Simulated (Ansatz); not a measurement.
TiO2 under a change: isotropic strain −1.20 %

The reference is TiO$_{2}$ in the rutile structure (space group P4_2/mnm, No. 136; a = 4.5912 Å, c = 2.9390 Å).

One thing is altered: the cell is scaled by 0.9880 in all directions, atoms relaxed at fixed cell.

Calculations: PBEsol (Ansatz, a quantum-chemistry and plane-wave program), spin-orbit coupling left out. k-mesh 7×7×11 (Γ-centred); smearing 0.05 eV (Fermi–Dirac).

* **Volume per atom**: 9.96 Å³ (base 10.33 Å³)
* **Space group**: P4_2/mnm (No. 136) (base P4_2/mnm (No. 136))
* **Shortest interatomic distance**: 3.636 bohr (base 3.670 bohr)
* **Energy relative to the base (free energy F)**: +10 meV/atom
* **Pressure (mean of the normal stresses, compression positive)**: 9.16 GPa (base 0.00 GPa)
* **Band gap**: 1.90 eV (base 1.87 eV)
* **Gap character**: direct at Γ (base direct at Γ)
* **Mean gap deformation potential ΔEg/Δln V**: -1.0 eV
* **Electron mass**: 0.52 mₑ along c, 1.1 mₑ across (at Γ) (base 0.54 mₑ along c, 1.1 mₑ across (at Γ))
* **Valence-band top at Γ (three highest levels, from the VBM)**: 0.00, -0.48, -0.48 eV (base 0.00, -0.45, -0.45 eV)

Masses are band curvatures over ±0.01 Å⁻¹ around the edge. No phonon test of stability was made. All final runs are without spin polarisation.
